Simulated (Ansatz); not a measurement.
The starting structures come from a database of crystals and need not be the phases stable at ambient conditions.

Inside the gap of an insulator the Bloch states are evanescent, with a wavenumber k + iκ along the transport direction.

Input:

```
CELL_PARAMETERS angstrom
      7.11974     0.01341    -0.02983
      1.10278     9.48999     0.05641
     -1.10278    -1.57382     3.50158
ATOMIC_POSITIONS crystal
  Ag 0.00000 0.50000 0.50000
  Ag 0.00000 0.00000 0.00000
  Bi 0.57395 0.75000 0.03697
  Bi 0.42605 0.25000 0.96303
  S  0.83753 0.75000 0.66876
  S  0.16247 0.25000 0.33124
  Cl 0.31536 0.56437 0.22205
  Cl 0.68464 0.43563 0.77795
  Cl 0.68464 0.06437 0.40669
  Cl 0.31536 0.93563 0.59331
```

Space group of this cell: Cmcm. The cell was relaxed by PBE-D3(BJ); by r2SCAN its mean pressure is 1.0 GPa.

Transport runs along the normal of the first two printed cell vectors.

No gap correction and no spin-orbit coupling; mid-gap values are interpolated between computed energies.

Q: Compute, with r2SCAN (Ansatz, an electronic-structure program), the band gap and the smallest decay constant κ at mid-gap.

A: Gap 1.41 eV on a 8×8×8 mesh; κ = 0.185 1/Å, at (0.500, 0.000) of the in-plane reciprocal vectors. At the zone centre, at the nearest computed energy, the slowest state has κ = 0.20 1/Å.
